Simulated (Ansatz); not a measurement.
Consider AlN in the wurtzite structure (space group P6_3mc, No. 186).

```xyz
4
Lattice="3.1138 0.0000 0.0000 -1.5569 2.6967 0.0000 0.0000 0.0000 4.9836" Properties=species:S:1:pos:R:3 pbc="T T T"
Al     1.5569     0.8989     0.0179
Al     0.0000     1.7978     2.5097
N      1.5569     0.8989     3.0978
N      0.0000     1.7978     0.6060
```

Computed with Ansatz (a quantum-chemistry and plane-wave program) PBEsol, no spin-orbit coupling.

Before the change:

The gap between the host's bands is 4.09 eV and the gap character is direct at Γ.

It is then changed as follows: 0.0628 electrons added to each cell, a density of 1.5×10^21 cm⁻³, with a uniform compensating background at fixed cell and a 300 K Fermi–Dirac width.

Problem. How does this affect the gap between the host's bands and gap character?

Solution. The gap between the host's bands falls by 0.017 eV, from 4.09 eV to 4.08 eV; the gap character is still direct at Γ.

Charged cell with a jellium background: band edges are those of the host's band count, energies are not comparable with the neutral cell, and many-body gap narrowing is missing. Semilocal Kohn–Sham gaps tend to fall short of experiment. No phonon test of stability was made.
